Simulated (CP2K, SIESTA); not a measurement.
A CP2K input for a self-consistent single point of Cu2O (Pn-3m, 6 atoms in the cell) (DFT PBE, GPW, DZVP-MOLOPT-SR-GTH basis, GTH-PBE potentials (GTH_POTENTIALS)):

```
&GLOBAL
  PROJECT bulk
  RUN_TYPE ENERGY_FORCE
  PRINT_LEVEL LOW
&END GLOBAL
&FORCE_EVAL
  METHOD Quickstep
  STRESS_TENSOR ANALYTICAL
  &DFT
    BASIS_SET_FILE_NAME BASIS_MOLOPT
    POTENTIAL_FILE_NAME GTH_POTENTIALS
    &QS
      METHOD GPW
      EPS_DEFAULT 1E-10
    &END QS
    &MGRID
      CUTOFF 600
      REL_CUTOFF 50
      NGRIDS 5
    &END MGRID
    &SCF
      SCF_GUESS ATOMIC
      EPS_SCF 1E-7
      MAX_SCF 100
      ADDED_MOS 10
      &DIAGONALIZATION
        ALGORITHM STANDARD
      &END DIAGONALIZATION
      &MIXING
        METHOD BROYDEN_MIXING
        ALPHA 0.2
        NBUFFER 10
        BETA 1.5
      &END MIXING
      &SMEAR ON
        METHOD FERMI_DIRAC
        ELECTRONIC_TEMPERATURE [K] 116.05
      &END SMEAR
    &END SCF
    &KPOINTS
      SCHEME MONKHORST-PACK 7 7 7
    &END KPOINTS
    &XC
      &XC_FUNCTIONAL PBE
      &END XC_FUNCTIONAL
    &END XC
    &PRINT
      &MO
        EIGENVALUES T
        OCCUPATION_NUMBERS T
        NDIGITS 8
        FILENAME mo
        &EACH
          QS_SCF 0
        &END EACH
        ADD_LAST NUMERIC
      &END MO
      &MULLIKEN OFF
      &END MULLIKEN
    &END PRINT
  &END DFT
  &SUBSYS
    &CELL
      ABC 4.20082600 4.20082600 4.20082600
      ALPHA_BETA_GAMMA 90.00000000 90.00000000 90.00000000
      PERIODIC XYZ
    &END CELL
    &COORD
      Cu       3.15061950     1.05020650     3.15061950
      Cu       1.05020650     3.15061950     3.15061950
      Cu       3.15061950     3.15061950     1.05020650
      Cu       1.05020650     1.05020650     1.05020650
      O        0.00000000     0.00000000     0.00000000
      O        2.10041300     2.10041300     2.10041300
    &END COORD
    &KIND Cu
      BASIS_SET DZVP-MOLOPT-SR-GTH-q11
      POTENTIAL GTH-PBE-q11
    &END KIND
    &KIND O
      BASIS_SET DZVP-MOLOPT-SR-GTH-q6
      POTENTIAL GTH-PBE-q6
    &END KIND
  &END SUBSYS
  &PRINT
    &FORCES ON
    &END FORCES
    &STRESS_TENSOR ON
    &END STRESS_TENSOR
  &END PRINT
&END FORCE_EVAL
```

Problem. Translate this input to SIESTA.

Solution. This is the input that was run; spellings and numerical settings could be chosen otherwise.

```
# files in the folder: Cu.psml O.psml (PseudoDojo PBE standard)
SystemName  Cu2O
SystemLabel siesta

NumberOfAtoms                6
NumberOfSpecies              2
%block ChemicalSpeciesLabel
  1 29 Cu
  2 8 O
%endblock ChemicalSpeciesLabel
LatticeConstant              1.0 Bohr
%block LatticeVectors
     7.938410637    0.000000000    0.000000000
     0.000000000    7.938410637    0.000000000
     0.000000000    0.000000000    7.938410637
%endblock LatticeVectors
AtomicCoordinatesFormat      Ang
%block AtomicCoordinatesAndAtomicSpecies
     3.150619500    1.050206500    3.150619500  1
     1.050206500    3.150619500    3.150619500  1
     3.150619500    3.150619500    1.050206500  1
     1.050206500    1.050206500    1.050206500  1
     0.000000000    0.000000000    0.000000000  2
     2.100413000    2.100413000    2.100413000  2
%endblock AtomicCoordinatesAndAtomicSpecies

XC.functional                GGA
XC.authors                   PBE
PAO.BasisSize                DZP
PAO.EnergyShift              0.01 Ry
MeshCutoff                   400 Ry
%block kgrid.MonkhorstPack
    7   0   0  0.0
    0   7   0  0.0
    0   0   7  0.0
%endblock kgrid.MonkhorstPack
OccupationFunction           FD
ElectronicTemperature        0.01 eV

MaxSCFIterations             150
SCF.Mixer.Method             Broyden
SCF.Mixer.Weight             0.2
SCF.Mixer.History            6
SCF.DM.Tolerance             1.0E-04
Diag.ParallelOverK           true
WriteForces                  true
Charge.Mulliken              end
```

Basis, cutoffs, solver keys and any potentials are the target program's own. This input uses DFT, GGA PBE, numerical atomic orbitals DZP, PseudoDojo PBE standard norm-conserving potentials (rewritten from UPF to PSML). Both were run: pressure 12.31 GPa in CP2K and 7.53 in SIESTA; gap on the mesh 0.573 eV in CP2K and 0.551 in SIESTA.

On SIESTA: the starting cell has typed, rounded lattice constants, without a prior relaxation at this level. Its lattice was rescaled by a random factor within 2.5 % of one. Values carry the incompleteness of an atom-centred basis. With a pressure of about 8 GPa the cell is away from its equilibrium volume at this level.

On CP2K: the starting cell has typed, rounded lattice constants, without a prior relaxation at this level. Its lattice was rescaled by a random factor within 2.5 % of one. Values carry the incompleteness of an atom-centred basis. With a pressure of about 12 GPa the cell is away from its equilibrium volume at this level.
